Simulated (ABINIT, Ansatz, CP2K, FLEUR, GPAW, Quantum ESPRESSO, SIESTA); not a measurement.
One structure in several programs: KZnF3 (Pm-3m, 5 atoms in the cell)

Self-consistent single point.

```
CELL_PARAMETERS angstrom
      3.99370     0.00000     0.00000
      0.00000     3.99370     0.00000
      0.00000     0.00000     3.99370
ATOMIC_POSITIONS crystal
  K  0.00000 0.00000 0.00000
  Zn 0.50000 0.50000 0.50000
  F  0.50000 0.00000 0.50000
  F  0.00000 0.50000 0.50000
  F  0.50000 0.50000 0.00000
```

All programs got the same cell, k-point mesh and kind of occupations (in Ansatz's words: kpoints.mp_grid.grid = 4 4 4; scf.occupations.method = fermi_dirac; scf.occupations.width = 0.0007 Ry); potentials, basis and cutoffs are each program's usual ones.

```csv
code,model,pressure (GPa),gap on the mesh (eV),k-points,cutoff
GPAW,"PBE, GPAW PAW datasets PBE (gpaw-data 1.0.1)",–,3.925,10,900 eV
FLEUR,"PBE, all-electron FLAPW (FLEUR), scalar-relativistic valence",–,4.029,10,Kmax 4.8 1/bohr
CP2K,"PBE, GPW, DZVP-MOLOPT-SR-GTH basis, GTH-PBE potentials (GTH_POTENTIALS)",9.55,3.995,36,grid 600 Ry
ABINIT,"PBE, PAW (JTH v2.0 PBE PAW)",7.96,3.939,10,30 Ha
SIESTA,"GGA PBE, numerical atomic orbitals TZP, PseudoDojo PBE standard norm-conserving potentials (rewritten from UPF to PSML)",4.95,4.352,44,grid 350 Ry
Ansatz,"PBE, default PAW files",8.08,3.975,10,default
Quantum ESPRESSO,"PBE, SSSP 1.1.2 efficiency (PBE) pseudopotentials",8.63,3.970,10,50 Ry
```

A dash marks a value that a program does not give, or that is left out as unsure.

Gaps are read on the mesh.

The spread over the programs that give each value: pressure within 4.60 GPa; gap on the mesh within 0.427 eV.

The starting cell has typed, rounded lattice constants, without a prior relaxation at this level. Its lattice was rescaled by a random factor within 2.5 % of one. On Ansatz's run: In the base run, with a pressure of about 9 GPa the cell is away from its equilibrium volume at this level.

Task: Why do the programs differ, and what cannot be compared?

Result: Differences of this kind can come from the potentials, where these differ, and from what each basis and cutoff leave unconverged. The valence holds different numbers of electrons (GPAW 42, FLEUR 42, CP2K 42, ABINIT 42, SIESTA 50, Ansatz (an electronic-structure program) 42, Quantum ESPRESSO 50). The zero of total energies and Fermi levels follows the potentials and each program's conventions, so they are not compared here. CP2K and SIESTA use small atom-centred bases, whose incompleteness enters pressures, forces and empty levels differently from a plane-wave cutoff. FLEUR treats all electrons, but the usual bases taken here (sphere radii, linearisation, local orbitals, empty states) were not tested for convergence, so the values are no reference for the others. Ansatz's pressure is given at a fixed set of plane waves, as the other plane-wave codes print theirs; with its correction for the finite basis it is 8.73 GPa (the shift of 0.65 GPa shows how far the cutoff is from converged). Ansatz's smearing width was typed in Ry to four decimals, so it matches the others to a few per cent. The pressure of GPAW is left out: its cutoff lies under the one at which its stress was checked. The programs reduce the same mesh by symmetry to different extents, which changes the work and not the result. In the pressure, CP2K (by 1.47) and SIESTA (by 3.13) lie more than 1 GPa from the median of the plane-wave programs. In the gap, SIESTA (by 0.398) lies more than 0.12 eV from the median of the plane-wave programs.

Left out of this page: Elk (unsound by tests on forces, stress, charge or solver warnings).

Keys are those of Ansatz 0.2.
